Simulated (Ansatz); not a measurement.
Phonon-limited resistivity of TiRu (Pm-3m) against temperature in μΩ·cm, PBEsol, DFPT electron-phonon coupling, linearised Boltzmann equation in Ansatz (a program for electronic structure), harmonic crystal at a fixed cell.

| T | ρ |
|---|---|
| 50 K | 0.078 |
| 77 K | 0.39 |
| 100 K | 0.81 |
| 150 K | 1.92 |
| 200 K | 3.0 |
| 250 K | 4.1 |
| 273 K | ___ |
| 300 K | ___ |
| 350 K | 6.2 |
| 400 K | ___ |
| 500 K | 9.1 |
| 600 K | 11.1 |
| 800 K | 14.9 |

Task: What belongs in the gaps?

Result: 
- 273 K, ρ: 4.6
- 300 K, ρ: 5.2
- 400 K, ρ: 7.2

A metal at this level (no band gap). Only scattering by harmonic phonons is included (no impurities, grain boundaries, electron-electron scattering or thermal expansion). Spin-orbit coupling is left out. Halving the electron mesh (28x28x28) moves the resistivity by up to 5 %. Smearing 0.20 eV; phonons on a 5x5x5 q mesh, which this run doesn't test and which matters most at low temperature.

Formula and space group known from diffraction (Crystallography Open Database), not checked to be the room-temperature form: TiRu (Pm-3m).
